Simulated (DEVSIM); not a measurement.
System: Al/SiO2/n-Si capacitor, at 300 K.

| layer (left to right) | material | thickness (nm) | Nd (cm⁻³) |
|---|---|---|---|
| 1 | SiO2 | 8.90 | - |
| 2 | Si | 1400 | 1.7e17 |

Metal gate on the left, work function 4.1 eV. Fixed charge at the semiconductor interface 4.5e10 cm⁻² (in units of +e); no interface traps.

The device is made up for the run: typed textbook-type constants, with dimensions and the other settings drawn at random. Values at 300 K; Nc and Nv go as T^1.5, mobilities as T to minus their exponent, the gap by Varshni's rule with the affinity fixed.

```csv
parameter,SiO2,Si
gap (eV),9,1.124
affinity (eV),0.9,4.05
permittivity,3.9,11.7
Nc (cm⁻³),-,2.86e19
Nv (cm⁻³),-,3.1e19
Varshni α (eV/K),-,0.000473
Varshni β (K),-,636
```

Simulated with DEVSIM: 1D Poisson equation in equilibrium, Boltzmann statistics, complete ionisation; no quantum confinement or tunnelling. Metal contacts follow the ideal Schottky-Mott rule: no Fermi-level pinning, no interface dipoles.

The temperature was swept, all else fixed.

| temperature (K) | minimum of the low-frequency capacitance (μF/cm²) | threshold voltage (band bending 2φF) (V) | flat-band voltage (V) |
|---|---|---|---|
| 250 | 0.101 | -1.59 | -0.07 |
| 300 | 0.104 | -1.52 | -0.10 |
| 350 | 0.109 | -1.46 | -0.13 |
| 400 | 0.115 | -1.39 | -0.16 |
| 450 | 0.123 | -1.31 | -0.19 |
| 500 | 0.133 | -1.23 | -0.22 |

From the first row to the last the minimum of the low-frequency capacitance goes from 0.101 to 0.133. From the first row to the last the threshold voltage (band bending 2φF) goes from -1.59 to -1.23.
